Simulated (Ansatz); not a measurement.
## Hypothetical diamond Te, pressure series

Start from Te in the diamond structure (space group Fd-3m, No. 227; a = 7.061 Å; a hypothetical phase, not in the database extracts checked).

Cell and atoms are relaxed at each pressure.

The values are results of PBEsol in Ansatz (plane waves to 420 eV, PAW, no SOC), not measurements.

Two rows of this table had their results exchanged by mistake.

```tsv
pressure	volume per atom (Å³)	shortest distance (Å)	band gap
pressure −2 GPa	47.56	3.138	zero
pressure −1 GPa	45.60	3.094	zero
pressure 0.3 GPa	43.57	3.047	zero
pressure 0.7 GPa	43.04	3.035	zero
pressure 1.5 GPa	42.07	3.012	zero
pressure 3 GPa	37.01	2.886	zero
pressure 5 GPa	38.77	2.931	zero
pressure 7.5 GPa	40.49	2.974	zero
pressure 10 GPa	35.59	2.849	zero
```

Problem. Which two?

Solution. The rows for pressure 3 GPa and pressure 7.5 GPa: the volume has to fall steadily with pressure, so 40.49 Å³ belongs to pressure 3 GPa and 37.01 Å³ to pressure 7.5 GPa.

Load acts through the strain it causes; cell and atoms are relaxed under it. Stability against distortions was not tested. Competing high-pressure phases were not computed.

Ansatz is a first-principles code.
